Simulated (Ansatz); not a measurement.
The reference is Mg2Ge in the anti-fluorite structure (space group Fm-3m, No. 225; a = 6.421 Å).

Computed with Ansatz (a quantum-chemistry and plane-wave program), PBE, PAW, cutoff 420 eV, no SOC.

Before the change:

| Quantity | Result |
|---|---|
| Volume per atom | 22.06 Å³ |
| Valley order | X along ⟨100⟩ 0.17 eV; L along ⟨111⟩ 0.94 eV; Γ 0.95 eV |

The change: cell and atoms relaxed at a pressure of 3 GPa.

Estimate the effect on the volume per atom and valley order.

The volume per atom decreases by 1.16 Å³ (22.06 Å³ → 20.90 Å³); the valley order (the lowest conduction-band minima on the path, energy above the VBM, named in the base's zone) becomes X along ⟨100⟩ 0.12 eV; L along ⟨111⟩ 1.17 eV; Γ 1.25 eV (base: X along ⟨100⟩ 0.17 eV; L along ⟨111⟩ 0.94 eV; Γ 0.95 eV).

The levels and masses belong to the bands next to the band gap. Load acts through the strain it causes; cell and atoms are relaxed under it. Stability against distortions was not tested.
